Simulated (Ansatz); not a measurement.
```
CELL_PARAMETERS angstrom
      0.00000     2.87265     2.87265
      2.87265     0.00000     2.87265
      2.87265     2.87265     0.00000
ATOMIC_POSITIONS crystal
  As 0.25000 0.25000 0.25000
  Ga 0.00000 0.00000 0.00000
```

At this level the gap is small or closed, and a narrow smearing was used. The cell is fixed at its relaxed static size. Melting and transitions to other phases are not modelled. An odd repeat of the supercell leaves out some zone-boundary points, where instabilities often lie.

Estimate each atom's mean-square displacement (sum over three axes) at 600 K from path-integral sampling on the energy surface fitted in the stochastic self-consistent harmonic approximation in a 3×3×3 supercell, DFT at the PBE level (Ansatz, a program for electronic structure).

As1 0.047 Å², Ga2 0.058 Å². Waves longer than the supercell are missing, so the values are low for an infinite crystal. Over all wave vectors of the supercell the softest harmonic mode is 56 cm⁻¹ at q = (0.00, 0.00, 0.33); the softest of the Hessian is 54 cm⁻¹ at q = (0.00, 0.00, 0.33) at 300 K (error under 1; the run's verdict: stable), 53 cm⁻¹ at q = (0.00, 0.00, 0.33) at 600 K (error under 1; the run's verdict: stable).
